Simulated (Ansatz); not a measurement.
Consider SrO in the rock salt structure (space group Fm-3m, No. 225; a = 5.1599 Å).

Method: r2SCAN (Ansatz, an electronic-structure program, PAW, scalar-relativistic without spin-orbit coupling).

Before the change:

| Item | Value |
|---|---|
| Volume per atom | 17.17 Å³ |
| Electron mass | 1.2 mₑ along k, 0.40 mₑ across (at X) |
| Valley order | X along ⟨100⟩ 3.80 eV; Γ 4.59 eV |

The change: a hydrostatic pressure of 0.7 GPa.

What does the calculation give for the volume per atom, electron mass and valley order after the change?

The volume per atom drops by 0.126 Å³, from 17.17 Å³ to 17.05 Å³; the electron mass is still 1.2 mₑ along k, 0.40 mₑ across (at X); the valley order (the lowest conduction-band minima on the path, energy above the VBM, named in the base's zone) goes from X along ⟨100⟩ 3.80 eV; Γ 4.59 eV to X along ⟨100⟩ 3.80 eV; Γ 4.64 eV.

The levels and masses belong to the bands next to the band gap. Load acts through the strain it causes; cell and atoms are relaxed under it. Effective masses come from finite differences of ±0.01 Å⁻¹. Along k means along the line from Γ to the band edge. No phonon test of stability was made.
